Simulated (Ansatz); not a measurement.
Start from BaAg2GeS4 (space group I-42m, No. 121; a = 6.726 Å, c = 8.050 Å). Axes: x, y, z lie along a, b, c of the conventional cell.

Method: PBEsol (Ansatz, an electronic-structure program, PAW, no spin-orbit coupling).

It is then changed as follows: tensor shear ε_xz = +1.20 % (engineering shear γ = 0.0240), atoms relaxed at fixed cell.

**Question.** Predict the new largest internal atomic displacement.

**Answer.** The largest internal atomic displacement amounts to 0.028 Å.

**Question.** What does the calculation give for the stress after the change?

**Answer.** The stress (xx, yy, zz, yz, xz, xy; compression positive) is (0.00, -0.01, 0.00, 0.00, -0.43, 0.00) GPa.

The cells carry an imposed strain or load. Whether these cells are dynamically stable was not tested.
